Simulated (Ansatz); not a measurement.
# CsCl-type TbRh

All values below come from r²SCAN (plane waves, PAW; Ansatz, a program for electronic structure).

Settings: plane-wave cutoff 560 eV, 16×16×16 k mesh, Fermi–Dirac smearing 0.05 eV, spin-polarised with parallel moments, scalar-relativistic PAW data made under PBE.

Cell (relaxed at this level):

```xyz
2
Lattice="3.4218 0.0000 0.0000 0.0000 3.4218 0.0000 0.0000 0.0000 3.4218" Properties=species:S:1:pos:R:3 pbc="T T T"
Tb     1.7109     1.7109     1.7109
Rh     0.0000     0.0000     0.0000
```
Starting moments (μB, in the order of the record's atoms Tb Rh): 6.0 0.0.

For CsCl-type TbRh, the bulk modulus is 113 GPa.

Note: the magnetic order was assumed, not searched for or taken from measurement; the bulk modulus is −V dP/dV from two relaxed cells at ±2 % in volume; the 4f shell is treated without U or exact exchange, so its levels and filling can be wrong.

Spin–orbit coupling is not included.

The computed numbers hold no vibrational or temperature effects.
